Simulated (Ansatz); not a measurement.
**Mg2Ge: isotropic strain −3.12 %**

The parent structure is Mg2Ge in the anti-fluorite structure (space group Fm-3m, No. 225; a = 6.364 Å).

It is then changed as follows: an isotropic linear strain of −3.12 %; the atoms relax in the strained cell.

All numbers come from PBEsol (Ansatz, an electronic-structure program), scalar-relativistic without spin-orbit coupling, earlier PAW set. k-mesh 13×13×13 (Γ-centred); smearing 0.05 eV (Fermi–Dirac).

- Volume per atom: 19.53 Å³ (base 21.48 Å³)
- Space group: Fm-3m (No. 225) (base Fm-3m (No. 225))
- Shortest interatomic distance: 5.045 bohr (base 5.207 bohr)
- Energy relative to the base (free energy F): +34 meV/atom
- Band gap: zero (base 0.08 eV)

Cost of the whole job for the changed cell (relaxation, final SCF and bands): roughly 10 core-seconds.

Stability against distortions was not tested. The final runs are not spin-polarised. A zero or small gap of Mg2Ge can be the functional's error rather than a property of the material.
